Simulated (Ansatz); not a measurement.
# A computed series for MgS: response to strain

The parent structure is MgS in the rock salt structure (space group Fm-3m, No. 225; a = 5.1820 Å). Axes: x, y, z lie along the cube axes.

Strains are applied to the cell and any free atomic positions relax; under biaxial strain the out-of-plane vector relaxes too.

Level of theory: plane-wave PAW DFT at the PBEsol level (Ansatz, a quantum-chemistry and plane-wave program, 420 eV), scalar-relativistic without spin-orbit coupling.

Notes on the quantities. pressure: mean of the normal stresses, compression positive.

| change | band gap | volume per atom | pressure |
|---|---|---|---|
| base | 2.73 eV | 17.39 Å³ | 0.0 kbar |
| biaxial strain −2.50 %, plane normal [111], relaxed out of plane | 2.63 eV | 16.77 Å³ | 30.9 kbar |
| biaxial strain −2.08 %, plane normal [111], relaxed out of plane | 2.65 eV | 16.87 Å³ | 25.3 kbar |
| biaxial strain −1.67 %, plane normal [111], relaxed out of plane | 2.67 eV | 16.98 Å³ | 20.0 kbar |
| biaxial strain −0.83 %, plane normal [111], relaxed out of plane | 2.71 eV | 17.19 Å³ | 9.6 kbar |
| biaxial strain −0.42 %, plane normal [111], relaxed out of plane | 2.72 eV | 17.29 Å³ | 4.8 kbar |
| biaxial strain +0.42 %, plane normal [111], relaxed out of plane | 2.67 eV | 17.50 Å³ | -4.6 kbar |
| biaxial strain +0.83 %, plane normal [111], relaxed out of plane | 2.62 eV | 17.60 Å³ | -9.0 kbar |
| biaxial strain +1.67 %, plane normal [111], relaxed out of plane | 2.52 eV | 17.81 Å³ | -17.7 kbar |
| biaxial strain +2.08 %, plane normal [111], relaxed out of plane | 2.46 eV | 17.92 Å³ | -21.7 kbar |

No phonon test of stability was made.
